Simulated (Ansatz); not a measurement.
A computed series for CuI: response to strain

The reference is CuI in the zinc blende structure (space group F-43m, No. 216; a = 6.0793 Å).

Strains are applied to the cell and any free atomic positions relax.

The values are results of PBE, PAW, 420 eV (Ansatz, an electronic-structure program; no spin-orbit coupling), not measurements.

Candidates:
(a) isotropic strain −2.00 %
(b) isotropic strain −0.50 %
(c) isotropic strain −1.00 %
(d) isotropic strain −3.00 %

Before the change:

| Property | Result |
|---|---|
| Band gap | 1.10 eV |

Task: Order them by band gap, highest first.

Result: (d) isotropic strain −3.00 % (1.36 eV), (a) isotropic strain −2.00 % (1.27 eV), (c) isotropic strain −1.00 % (1.18 eV), (b) isotropic strain −0.50 % (1.14 eV)

With I present, leaving out spin-orbit coupling can change the band edges. Stability against distortions was not tested. The final runs are not spin-polarised.
